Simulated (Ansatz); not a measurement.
An Ansatz (an electronic-structure program) input (Ansatz r2SCAN, spin-orbit coupling left out):

Ansatz 0.2 input:
```yaml
crystal:
  lattice:
    - [-2.3960866744, 2.3960866744, 1.3276674326]
    - [2.3960866744, -2.3960866744, 1.3276674326]
    - [2.3960866744, 2.3960866744, -1.3276674326]
  atoms:
    - { symbol: Si, position: [0.75, 0.25, 0.5] }
    - { symbol: Si, position: [0, 0, 0] }
basis: { ecutwfc: 500, ecutrho_ratio: 4, xc_grid: 4, fft_grid_basis: typed }
kpoints: { mp_grid: { grid: [20, 20, 20] } }
hamiltonian:
  xc: r2scan
  dispersion: none
  pseudopotentials: { kind: paw }
scf: { occupations: { method: fermi_dirac, width: 0.05 }, convergence: { dr2_threshold: 0.0000000002 } }
output: { forces: true, stress: true }
checkpoint: { write: state.ck, write_every: 1000 }
```

Problem. Which symmetry and how many k-points will the program report, and about how many plane waves at Γ?

Solution. Space group I41/amd (ITA 141) with 16 operations, k-points 641 of 8000, and 781 plane waves at Γ.

No phonon test of stability was made. The cell was made from Sn by this change: Sn → Si; the result is a model cell, its experimental status unchecked. This is not the structure that Si has at room temperature and ambient pressure.
